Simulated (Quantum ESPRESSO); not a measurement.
Several settings converged on a (001) slab of MgS (cut from a parent of space group no. 225; 4 atoms in the cell)

```yaml
crystal:
  lattice:
    - [3.68799, 0.00000, 0.00000]
    - [0.00000, 3.68799, 0.00000]
    - [0.00000, 0.00000, 16.60781]
  atoms:
    - { symbol: Mg, position: [0.00000, 0.00000, 0.57851] }
    - { symbol: Mg, position: [0.50000, 0.50000, 0.42149] }
    - { symbol: S, position: [0.50000, 0.50000, 0.57851] }
    - { symbol: S, position: [0.00000, 0.00000, 0.42149] }
```

Base method: LDA (PZ), GBRV 1.5 ultrasoft (LDA) pseudopotentials (plane waves; Quantum ESPRESSO).

Base settings: ecutwfc = 40 Ry; ecutrho = 200 Ry; occupations = smearing; smearing = fd; degauss = 0.0036749 Ry; potentials = {Mg: mg_lda_v1.4.uspp.F.UPF, S: s_lda_v1.4.uspp.F.UPF}; K_POINTS = automatic 4 4 1 0 0 0; conv_thr = 1e-09 Ry; mixing_beta = 0.4.

The count of work is k-points × plane waves × bands × iterations; it is no time. Core times come from one kind of shared machine, to one figure; runs under 30 s give none.

**The k-point mesh**

Only quantities that move along the ladder and can be compared are tabulated.

```csv
K_POINTS,free energy less the last step's (meV/atom),largest difference of a force vector from the last step's (eV/Å),gap on the mesh (eV),count of work / last,core time / last (rough)
automatic 3 3 1 0 0 0,53.37,0.034,2.648,0.038,0.2
automatic 4 4 1 0 0 0,10.70,0.020,2.683,0.084,0.2
automatic 5 5 1 0 0 0,3.12,0.006,2.703,0.077,0.2
automatic 6 6 1 0 0 0,0.90,0.004,2.696,0.13,0.2
automatic 7 7 1 0 0 0,0.28,0.001,2.691,0.13,0.2
automatic 8 8 1 0 0 0,0.10,0.000,2.695,0.19,0.3
automatic 9 9 1 0 0 0,0.03,0.000,2.697,0.19,0.2
automatic 11 11 1 0 0 0,0.00,0.001,2.693,0.29,0.4
automatic 12 12 1 0 0 0,0.00,0.000,2.696,0.36,0.4
automatic 15 15 1 0 0 0,0.00,0.000,2.693,0.46,0.4
automatic 17 17 1 0 0 0,0.00,0.001,2.692,0.58,0.5
automatic 20 20 1 0 0 0,0.00,0.001,2.692,0.92,0.6
automatic 23 23 1 0 0 0,0.00,0.000,2.693,1.0,1
```

Coarsest K_POINTS that holds the free energy within 1 meV/atom of the last step, with all finer ones: automatic 6 6 1 0 0 0, at 0.13 of the last step's count of work and about 0.2 of the last step's time; the step before is off by 3.1 meV/atom.

Coarsest K_POINTS that holds the forces within 0.01 eV/Å of the last step, with all finer ones: automatic 5 5 1 0 0 0, at 0.077 of the last step's count of work and about 0.2 of the last step's time; the step before is off by 0.020 eV/Å.

The gap on the mesh jumps up and down from mesh to mesh; it is no smooth measure of convergence.

**The depth of the slab**

Surface energy = (E_slab − N e_bulk)/2A, with e_bulk from the bulk crystal on its finest mesh (286 k-points); errors per atom of slab and bulk, whose meshes differ, grow with N. The bulk cell stands at -3.8 GPa at this level, so the slab is strained in the plane.

The mesh stays at the base's, so the ladder's end is converged at best in this setting alone.

Only quantities that move along the ladder and can be compared are tabulated.

```csv
atoms,unrelaxed surface energy (J/m²),gap on the mesh (eV),count of work / last,core time / last (rough)
4,0.692,2.683,0.062,0.08
8,0.716,2.493,0.14,0.2
12,0.736,2.364,0.27,0.3
16,0.756,2.319,0.47,0.4
20,0.777,2.298,0.73,0.6
24,0.797,2.286,1.0,1
```

Smallest size that holds the gap on the mesh within 0.05 eV of the last step, with all finer ones: 16, at about 0.4 of the last step's time; the step before is off by 0.078 eV.

State of the unrelaxed surface energy at the end of the ladder: still drifting one way, by 0.041 J/m² over the last two steps, so the last step is no safe reference.

On the base run: the starting cell has typed, rounded lattice constants, without a prior relaxation at this level. The slab is cut from that crystal, and its faces are unrelaxed. Its lattice was rescaled by up to half a per cent. Spin polarisation is off, though cut faces can carry moments; a gap of a slab can lie between surface states.
